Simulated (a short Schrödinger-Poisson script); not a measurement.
Structure: MOS inversion layer, SiO2 on p-type Si(100), at 300 K.

| layer | material | thickness (nm) | Na (cm⁻³) |
|---|---|---|---|
| 1 | SiO2 | 2.4 | - |
| 2 | Si | 350 | 1.5e18 |

Constants are typed, rounded textbook-type inputs, not results; the design itself was drawn at random and stands for no fabricated device. SiO2: permittivity 3.9, conduction-band edge (eV) 3.15, gap (eV) 9, electron mass (mₑ) 0.5. Si: permittivity 11.7, conduction-band edge (eV) 0, gap (eV) 1.124, Nv at 300 K (cm⁻³) 3.1e19.

Channel valleys (confinement mass, in-plane density-of-states mass, number): Δ2 0.916, 0.19, 2; Δ4 0.19, 0.417, 4. At the gate the conduction-band edge of layer 1 lies 3.52 eV − eVg above the Fermi level of the channel; the field vanishes at the back. Gaps are held at their typed values at every temperature. Mesh 0.03 nm at interfaces.

From a short Schrödinger-Poisson script (our own, NumPy): 1D Poisson equation in equilibrium, electrons quantum, Hartree (BenDaniel-Duke, 12 states a valley, the channel's in-plane mass for all, wave functions free to enter the dielectric), parabolic valleys, classical holes, full ionisation, no traps, pinning or gate leakage.

### Question
List the lowest subbands of each valley and their electrons at Vg = 2.3 V.

### Answer
```tsv
valley	subband	energy from the Fermi level (meV)	electrons (cm⁻²)	share (%)
Δ2	0	-42.1	7.42e12	74.2
Δ2	1	89.7	1.26e11	1.3
Δ2	2	178.0	4.20e9	0.0
Δ4	0	49.9	2.44e12	24.4
Δ4	1	234.0	2.11e9	0.0
Δ4	2	368.4	1.17e7	0.0
```

All electrons: 1.00e13 cm⁻².
